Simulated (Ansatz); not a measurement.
# Response to strain in ZnSe

Take ZnSe in the zinc blende structure (space group F-43m, No. 216; a = 5.666 Å) as the base.

Strains are applied to the cell and any free atomic positions relax.

Calculations: Kohn–Sham DFT with the r2SCAN functional, run in Ansatz (a program for electronic structure) with PAW and 500 eV plane waves, without spin-orbit coupling, earlier PAW set.

```json
[
 {"isotropic strain (%)": "-1.54", "band gap (eV)": "2.06"},
 {"isotropic strain (%)": "-0.49", "band gap (eV)": "?"},
 {"isotropic strain (%)": "0", "band gap (eV)": "1.86"},
 {"isotropic strain (%)": "0.87", "band gap (eV)": "1.75"},
 {"isotropic strain (%)": "3.34", "band gap (eV)": "1.46"}
]
```

### Question
Fit E_g = E₀ + Dε (ε in %) to the rows shown and predict the withheld row.

### Answer
Least squares on the printed values gives E₀ = 1.86 eV, D = -123 meV per % of strain (largest residual 0.01 eV); this predicts 1.92 eV, and the run gives 1.93 eV, in agreement.

Stability against distortions was not tested.
